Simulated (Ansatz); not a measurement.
Start from BP (space group P4_2/mnm, No. 136; a = 5.5323 Å, c = 3.1873 Å; a hypothetical phase, not in the database extracts checked).

Levels (all Ansatz, an electronic-structure program, PAW): PBEsol (420 eV, no SOC); HSE06 (420 eV, no spin-orbit coupling).

The geometry is relaxed with PBEsol.

* **PBEsol band gap**: 0.26 eV

Problem. How does going to HSE06 change the band gap?

Solution. The band gap rises by 0.785 eV, from 0.26 eV to 1.05 eV.

Single points use the geometry relaxed with PBEsol. The hybrid gap comes from the SCF mesh plus the semilocal run's edge points and a few special points and is an upper bound. Whether these cells are dynamically stable was not tested. The zero or small gap of BP can change with the level of theory.
